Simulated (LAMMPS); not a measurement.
MD of LiCl (rock salt) at zero pressure over temperature, 1000 atoms; each row names its start.

Method: classical MD, pair style eim, file ffield.eim, run in LAMMPS.

| T (K), start | state | volume | enthalpy | first peak of g(r), Cl-Li | coordination number of Cl by Li |
|---|---|---|---|---|---|
| 100, crystal | crystal; no diffusion seen in 30 ps | 16.9846 ± 0.0002 Å³/atom | -3.5519 ± 0.0001 eV/atom | 2.57 Å, height 22.5 | 6.00 (counted to 3.50 Å) |
| 300, crystal | crystal; no diffusion seen in 30 ps | 17.1360 ± 0.0004 Å³/atom | -3.4996 ± 0.0001 eV/atom | 2.57 Å, height 13.9 | 6.00 (counted to 3.50 Å) |
| 540, crystal | crystal; no diffusion seen in 30 ps | 17.3122 ± 0.0009 Å³/atom | -3.4363 ± 0.0001 eV/atom | 2.57 Å, height 10.5 | 6.00 (counted to 3.54 Å) |
| 680, crystal | crystal; no diffusion seen in 30 ps | 17.420 ± 0.001 Å³/atom | -3.3986 ± 0.0004 eV/atom | 2.57 Å, height 9.3 | 6.00 (counted to 3.54 Å) |
| 810, crystal | crystal; no diffusion seen in 30 ps | 17.515 ± 0.002 Å³/atom | -3.3648 ± 0.0005 eV/atom | 2.56 Å, height 8.6 | 6.00 (counted to 3.58 Å) |
| 940, crystal | crystal; no diffusion seen in 30 ps | 17.619 ± 0.002 Å³/atom | -3.3286 ± 0.0004 eV/atom | 2.56 Å, height 8.0 | 6.00 (counted to 3.54 Å) |
| 1080, crystal | crystal; no diffusion seen in 30 ps | 17.726 ± 0.002 Å³/atom | -3.2914 ± 0.0004 eV/atom | 2.57 Å, height 7.5 | 6.00 (counted to 3.58 Å) |

Measured melting point: 883.1 K (chemicals 1.5.2 (Python package), Misc/Physical Constants of Inorganic Compounds.csv; one source, unchecked).

Caution (rows 100, crystal; 300, crystal): nuclei are classical, which matters for such light atoms.

Caution (rows 540, crystal; 680, crystal; 810, crystal; 940, crystal; 1080, crystal): a run this short can hold a crystal over, or a liquid under, the potential's own melting point, which these runs don't give.

From the crystal rows between 100 and 300 K, estimate the mean linear expansion coefficient and the heat capacity. The slope of ln V over three gives 15 × 10^-6 /K, and dH/dT = 3.0 kB/atom. Nuclei are classical here, so the heat capacity stays near 3 kB/atom, where a real crystal's falls off below its Debye temperature.

States go by the mean squared displacement: a species diffuses where it passes 1.5 Å², still rises and gives D over 1e-6 cm²/s; a crystal has left its structure where atoms lie 0.35 Å off their sites on average or a cubic box changes its shape by 3 %, or the axial ratios of another lie 8 % off the starting cell's, which the potential's own relaxation can also do.

The ± values are statistical; the model's systematic error is not in them.
